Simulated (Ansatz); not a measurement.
## Pt under a change: pressure 1.5 GPa

The reference is Pt in the hcp (Mg type) structure (space group P6_3/mmc, No. 194; a = 2.729 Å, c = 4.694 Å; a cell from a computed database, its experimental status unchecked).

One thing is altered: cell and atoms relaxed at a pressure of 1.5 GPa.

Level of theory: plane-wave PAW DFT at the PBEsol level (Ansatz, a quantum-chemistry and plane-wave program, 420 eV), spin-orbit coupling left out. k-mesh 19×19×10 (Γ-centred); smearing 0.05 eV (Fermi–Dirac).

- Volume per atom = 15.06 Å³ (base 15.14 Å³)
- Density = 21.51 g/cm³ (base 21.40 g/cm³)
- Lattice parameter a = 2.725 Å (base 2.729 Å)
- c/a ratio = 1.719 (base 1.720)
- Shortest interatomic distance = 2.725 Å (base 2.729 Å)
- Enthalpy H = E + PV relative to the base's energy = +0.14 eV/atom
- Band gap = zero (base zero)

Load acts through the strain it causes; cell and atoms are relaxed under it. Stability against distortions was not tested. The final runs are not spin-polarised. Pt has a high density of states at the Fermi level and may be magnetic at this level. This is not the structure that Pt has at room temperature and ambient pressure.
